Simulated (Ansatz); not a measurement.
Seebeck coefficient (μV/K, mean over directions) of n-type MgS (Fm-3m) against carrier density, Ansatz (a quantum-chemistry and plane-wave program) with r2SCAN with spin-orbit coupling, rigid bands. Computed gap 3.43 eV; densities at which minority carriers matter at this gap, or further valleys turn the trend, are left out. Conductivity mass 0.37 mₑ (harmonic mean over directions), N_c = 1.7e19 cm⁻³ at 300 K.

```json
[
 {"electron density": "1e16 cm⁻³", "300 K": "___", "500 K": "-922"},
 {"electron density": "1e17 cm⁻³", "300 K": "-657", "500 K": "-724"},
 {"electron density": "1e18 cm⁻³", "300 K": "-459", "500 K": "-526"},
 {"electron density": "3e18 cm⁻³", "300 K": "-365", "500 K": "-431"},
 {"electron density": "1e19 cm⁻³", "300 K": "-265", "500 K": "-329"},
 {"electron density": "3e19 cm⁻³", "300 K": "-178", "500 K": "-239"},
 {"electron density": "1e20 cm⁻³", "300 K": "-100", "500 K": "___"},
 {"electron density": "3e20 cm⁻³", "300 K": "___", "500 K": "-84"},
 {"electron density": "1e21 cm⁻³", "300 K": "-25", "500 K": "-42"}
]
```

### Question
Some entries are withheld; supply them.

### Answer

- 1e16 cm⁻³, 300 K: -855
- 1e20 cm⁻³, 500 K: -148
- 3e20 cm⁻³, 300 K: -52

Rigid bands with a gap fixed in temperature, one relaxation time for all states, no polarons or phonon drag, and whether or not such doping can be reached.
